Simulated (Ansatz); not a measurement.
System: ZnSe (model structure, started from the BeO type, P4₂/mnm, No. 136, 8 atoms in the cell). Method: PBEsol (Ansatz, a program for electronic structure, PAW).

The input as run:

Ansatz 0.2 input:
```yaml
crystal:
  lattice:
    - [6.8601684513, 0.0, 0.0]
    - [0.0, 6.8601684513, 0.0]
    - [0.0, 0.0, 4.0014481534]
  atoms:
    - { symbol: Zn, position: [0.3259246551, 0.6740753449, 0.0] }
    - { symbol: Zn, position: [0.6740753449, 0.3259246551, 0.0] }
    - { symbol: Zn, position: [0.8259246551, 0.8259246551, 0.5] }
    - { symbol: Zn, position: [0.1740753449, 0.1740753449, 0.5] }
    - { symbol: Se, position: [0.3138440088, 0.3138440088, 0.0] }
    - { symbol: Se, position: [0.6861559912, 0.6861559912, 0.0] }
    - { symbol: Se, position: [0.1861559912, 0.8138440088, 0.5] }
    - { symbol: Se, position: [0.8138440088, 0.1861559912, 0.5] }
basis:
  ecutwfc: 520
  ecutrho_ratio: 4
  xc_grid: 2
kpoints:
  mp_grid: { grid: [6, 6, 8] }
  band_path:
    path:
      - [0.0, 0.0, 0.0]
      - [0.0, 0.125, 0.0]
      - [0.0, 0.25, 0.0]
      - [0.0, 0.375, 0.0]
      - [0.0, 0.5, 0.0]
      - [0.125, 0.5, 0.0]
      - [0.25, 0.5, 0.0]
      - [0.375, 0.5, 0.0]
      - [0.5, 0.5, 0.0]
      - [0.416667, 0.416667, 0.0]
      - [0.333333, 0.333333, 0.0]
      - [0.25, 0.25, 0.0]
      - [0.166667, 0.166667, 0.0]
      - [0.083333, 0.083333, 0.0]
      - [0.0, 0.0, 0.071429]
      - [0.0, 0.0, 0.142857]
      - [0.0, 0.0, 0.214286]
      - [0.0, 0.0, 0.285714]
      - [0.0, 0.0, 0.357143]
      - [0.0, 0.0, 0.428571]
      - [0.0, 0.0, 0.5]
      - [0.0, 0.125, 0.5]
      - [0.0, 0.25, 0.5]
      - [0.0, 0.375, 0.5]
      - [0.0, 0.5, 0.5]
      - [0.125, 0.5, 0.5]
      - [0.25, 0.5, 0.5]
      - [0.375, 0.5, 0.5]
      - [0.5, 0.5, 0.5]
      - [0.416667, 0.416667, 0.5]
      - [0.333333, 0.333333, 0.5]
      - [0.25, 0.25, 0.5]
      - [0.166667, 0.166667, 0.5]
      - [0.083333, 0.083333, 0.5]
      - [0.0, 0.5, 0.071429]
      - [0.0, 0.5, 0.142857]
      - [0.0, 0.5, 0.214286]
      - [0.0, 0.5, 0.285714]
      - [0.0, 0.5, 0.357143]
      - [0.0, 0.5, 0.428571]
      - [0.5, 0.5, 0.071429]
      - [0.5, 0.5, 0.142857]
      - [0.5, 0.5, 0.214286]
      - [0.5, 0.5, 0.285714]
      - [0.5, 0.5, 0.357143]
      - [0.5, 0.5, 0.428571]
    npoints: 1
hamiltonian:
  xc: pbesol
  dispersion: none
  pseudopotentials: { kind: paw }
scf:
  occupations: { method: fermi_dirac, width: 0.01 }
  convergence: { dr2_threshold: 0.0000000008 }
output:
  forces: true
  stress: true
  eigenvalues: true
  write_bands: true
```

From the output:

```
Crystal: 8 atoms, lattice volume = 188.316 Å³
Basis set: ecut = 520 eV, 5083 PW (Γ), exchange–correlation on 108×108×60 points (8 copies of the dense FFT grid, shifted against one another)
Bands: 68, of which v1, the nominal top of the filled ones, is band 56 counted from 1 (55 counted from 0)
Symmetry: 16 space group operations
Space group: P42/mnm (ITA 136), of the structure as read, at distance tolerance 5.7e-5 Å
k-points: 50 of 288
Functional: x = pbesol(κ = 0.804, μ = 0.12345679012345678), c = pbesol(β = 0.046)
SCF iter   1: F=—  HF=-34825.421473 eV  |F-HF|=—  |Δ(HF+E_count)|=         —  Δρ=3.74e-3  dr2=2.50e-2
SCF iter   2: F=—  HF=-34825.412850 eV  |F-HF|=—  |Δ(HF+E_count)|=   8.62e-3  Δρ=1.41e-3  dr2=6.41e-3
  ...
SCF iter   8: F=—  HF=-34825.411611 eV  |F-HF|=—  |Δ(HF+E_count)|=   1.75e-7  Δρ=2.53e-6  dr2=1.46e-8
SCF iter   9: F=-34825.411611 eV  HF=-34825.411611 eV  |F-HF|=6.33e-10  |Δ(HF+E_count)|=  1.53e-10  Δρ=5.50e-7  dr2=7.72e-10
SCF 1 converged in 9 iterations: F = -34825.411611 eV  dr2 = 7.72e-10
SCF converged after 9 iterations
Free energy (F): -34825.411611 eV
Internal energy: -34825.411611 eV  (E = F + TS)
E sigma→0 (E₀):  -34825.411611 eV
Fermi energy:    6.893021 eV
--- Stress (GPa, compression-positive) ---
       -0.001300       0.000000       0.000000
        0.000000      -0.001300       0.000000
        0.000000       0.000000       0.003430
  P = ⅓ Tr σ = 0.0003 GPa (0.003 kbar)
```

The PAW data were made under PBE.

Note: the relaxation could raise the start's symmetry but not lower it, so the cell can be a saddle point.

A model structure was made by putting elements into a prototype or built by hand; it is no filed structure, need not be a known phase, and can be a saddle point held by its symmetry.
